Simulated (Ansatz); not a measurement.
Functionals compared on a constructed model of the (0001) surface of hcp Zr, a pseudomorphic layer of Rh in the host's stacking (bottom of the slab: a bare face, its two planes held), in Ansatz (plane waves, PAW). The structure was relaxed with PBE; the other rows are single points on it. Cutoff 420 eV (500 eV for r2SCAN).

Slab: 7 atoms, 15.6 Å thick at the start; k 13x13x1, smearing 0.1 eV, dipole-corrected; 2 atoms held, the rest relaxed; start symmetry kept, larger cells not searched; no spin, no spin-orbit, no U. It is one candidate, not shown to be the stable structure of the face. These notes are the PBE run's.

```json
[
 {"functional": "PBE", "work function of the top face (eV)": "4.29", "rough cost of the single point": "–"},
 {"functional": "RPBE", "work function of the top face (eV)": "?", "rough cost of the single point": "very roughly 30 core-seconds"},
 {"functional": "r2SCAN", "work function of the top face (eV)": "4.19", "rough cost of the single point": "about 60 core-seconds (a rough figure)"}
]
```

### Question
Complete the blanks.

### Answer

- RPBE, work function of the top face (eV): 4.11

Ansatz is a program for electronic structure.
